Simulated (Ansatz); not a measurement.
A computed series for HfO2: pressure series

Base system: HfO2 in the fluorite structure (space group Fm-3m, No. 225; a = 5.098 Å).

Cell and atoms are relaxed at each pressure.

The values are results of PBE, PAW, 420 eV (Ansatz, an electronic-structure program; no spin-orbit coupling), earlier PAW set, not measurements.

Candidates:
(a) pressure 100 GPa
(b) pressure 3 GPa
(c) pressure 7 GPa

Before the change:

```
Property    Value
--------  -------
Band gap  3.75 eV
```

Q: Order them by band gap, lowest first.

A: (b) pressure 3 GPa (3.78 eV), (c) pressure 7 GPa (3.81 eV), (a) pressure 100 GPa (4.25 eV)

With Hf present, leaving out spin-orbit coupling can change the band edges. Load acts through the strain it causes; cell and atoms are relaxed under it. Stability against distortions was not tested. No other phases were tried under pressure. This is not the structure that HfO2 has at room temperature and ambient pressure.
